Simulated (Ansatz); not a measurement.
Worked example: self-consistent single point of LuPt₃ (P4mm, 4 atoms in the cell) in Ansatz (a first-principles code).

Method: PBEsol, default PAW files made with PBE (plane waves; Ansatz).

The change in words: lattice scaled by 0.98. Reference geometry:
```yaml
crystal:
  lattice:
    - [4.02556, 0.00000, 0.00000]
    - [0.00000, 4.02556, 0.00000]
    - [0.00000, 0.00000, 4.02556]
  atoms:
    - { symbol: Lu, position: [0.00000, 0.00000, 0.01242] }
    - { symbol: Pt, position: [0.00000, 0.50000, 0.50000] }
    - { symbol: Pt, position: [0.50000, 0.00000, 0.50000] }
    - { symbol: Pt, position: [0.50000, 0.50000, 0.00000] }
```

Reference input (self-consistent single point, DFT, PBEsol, plane waves, default PAW files made with PBE): basis.ecutwfc = 420 eV; kpoints.mp_grid.grid = 8 8 8; hamiltonian.xc = pbesol; hamiltonian.pseudopotentials = {kind: paw} (the program's default PAW files); scf.occupations.method = fermi_dirac; scf.occupations.width = 0.1 eV. This run's input differs from it in these lines:

Ansatz 0.2 input:
```diff
@@ -2,10 +2,10 @@
   lattice:
-    - [4.025561, 0.000000, 0.000000]
-    - [0.000000, 4.025561, 0.000000]
-    - [0.000000, 0.000000, 4.025561]
+    - [3.945050, 0.000000, 0.000000]
+    - [0.000000, 3.945050, 0.000000]
+    - [0.000000, 0.000000, 3.945050]
   atoms:
-    - { symbol: Lu, position_ang: [0.000000, 0.000000, 0.050001] }
-    - { symbol: Pt, position_ang: [0.000000, 2.012780, 2.012780] }
-    - { symbol: Pt, position_ang: [2.012780, 0.000000, 2.012780] }
-    - { symbol: Pt, position_ang: [2.012780, 2.012780, 0.000000] }
+    - { symbol: Lu, position_ang: [0.000000, 0.000000, 0.049001] }
+    - { symbol: Pt, position_ang: [0.000000, 1.972525, 1.972525] }
+    - { symbol: Pt, position_ang: [1.972525, 0.000000, 1.972525] }
+    - { symbol: Pt, position_ang: [1.972525, 1.972525, 0.000000] }
 basis:
```

Output (repeated stretches shortened):

```
SCF iter   1: F=—  HF=-51766.968930 eV  |F-HF|=—  |Δ(HF+E_count)|=         —  Δρ=9.14e-3  dr2=7.15e-2  ethr=1.77e-3  ⟨swp⟩=6.8  Hψ=16303  notcnv=0
all-band conjugate gradients solve this SCF's bands
preconditioner: auto → Kerker (q_TF=auto, 2.845 Å⁻¹)
SCF iter   2: F=—  HF=-51766.954570 eV  |F-HF|=—  |Δ(HF+E_count)|=   1.44e-2  Δρ=2.85e-3  dr2=7.06e-3  ethr=9.05e-5  ⟨swp⟩=2.1  Hψ=7104  notcnv=0  defer=17
   [... lines left out ...]
SCF iter   5: F=—  HF=-51766.953697 eV  |F-HF|=—  |Δ(HF+E_count)|=   2.60e-4  Δρ=3.11e-4  dr2=9.76e-5  ethr=5.55e-7  ⟨swp⟩=2.3  Hψ=6347  notcnv=0  defer=17
SCF iter   6: F=—  HF=-51766.953707 eV  |F-HF|=—  |Δ(HF+E_count)|=   9.67e-6  Δρ=1.52e-4  dr2=1.36e-5  ethr=1.24e-7  ⟨swp⟩=2.1  Hψ=6191  notcnv=0  defer=17
SCF iter   7: F=—  HF=-51766.953703 eV  |F-HF|=—  |Δ(HF+E_count)|=   3.92e-6  Δρ=4.64e-5  dr2=1.39e-6  ethr=1.72e-8  ⟨swp⟩=2.0  Hψ=6120  notcnv=0  defer=17
SCF iter   8: F=-51766.953703 eV  HF=-51766.953703 eV  |F-HF|=1.18e-8  |Δ(HF+E_count)|=   4.29e-7  Δρ=5.89e-6  dr2=2.16e-8  ethr=1.27e-10  ⟨swp⟩=11.3  Hψ=25510  notcnv=0
SCF 1 converged in 8 iterations: F = -51766.953703 eV  dr2 = 2.16e-8
Free energy (F): -51766.953703 eV
Internal energy: -51766.862738 eV  (E = F + TS)
E sigma→0 (E₀):  -51766.908220 eV
Entropy (-TS):   -0.090965 eV (-22.741 meV/atom)
Fermi energy:    23.664704 eV
--- Forces (eV/Å), atoms counted from 1 ---
  atom   1  Lu     0.00000000     0.00000000    -0.65687362
  atom   2  Pt     0.00000000     0.00000000     0.33007189
  atom   3  Pt    -0.00000000     0.00000000     0.33007189
  atom   4  Pt    -0.00000000     0.00000000    -0.00327197
--- Stress (GPa, compression-positive) ---
       15.016213       0.000000       0.000000
        0.000000      15.016213       0.000000
        0.000000       0.000000      15.029973
  P = ⅓ Tr σ = 15.0208 GPa (150.208 kbar)
  The stress holds the Pulay correction. Without it, at fixed plane waves, as pw.x and ABINIT print it: P = 14.9343 GPa
```

The run converged in 8 iterations. Against the reference run the free energy goes up by 42.8 meV/atom, the pressure goes from 0.17 to 15.02 GPa and the largest force goes from 0.520 to 0.657 eV/Å.

The starting cell comes from a database of computed structures (which also holds hypothetical and non-ambient phases and stackings), without a prior relaxation at this level. Its lattice was rescaled by up to half a per cent. One atom was moved a little off its site on purpose. For this run, on top of that: lattice scaled by 0.98. Spin polarisation is off. With a pressure of about 15 GPa the cell is away from its equilibrium volume at this level. Ansatz's pressure includes its estimate of the finite-basis (Pulay) stress.
